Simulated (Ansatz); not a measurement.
Ca2Pb (Fm-3m, No. 225, 3 atoms in the cell; start mp-1009756)

Calculation: PBE0 (Ansatz, a quantum-chemistry and plane-wave program, plane waves, PAW).

Run with plane-wave cutoff 460 eV, 6×6×6 k mesh, Fermi–Dirac smearing 0.01 eV, scalar-relativistic PAW data made under PBE.

Cell (relaxed with PBEsol):

```
Ca2Pb
1.0
    0.00000     3.76403     3.76403
    3.76403     0.00000     3.76403
    3.76403     3.76403     0.00000
Ca Pb
2 1
Direct
  0.75000   0.75000   0.75000
  0.25000   0.25000   0.25000
  0.00000   0.00000   0.00000
```

band gap: 1.61 eV (on the SCF k mesh)
smallest direct gap on the k points sampled: 1.79 eV
direct gap at Γ: 2.24 eV

Note: cell and atoms aren't relaxed at this level (pressure 1.1 GPa).

Spin–orbit coupling is not included; with these elements it can move the gap by several tenths of an eV or more.

The result took very roughly 2.9 core-minutes.

A start named mp-… is a Materials Project structure, which need not be a measured phase.
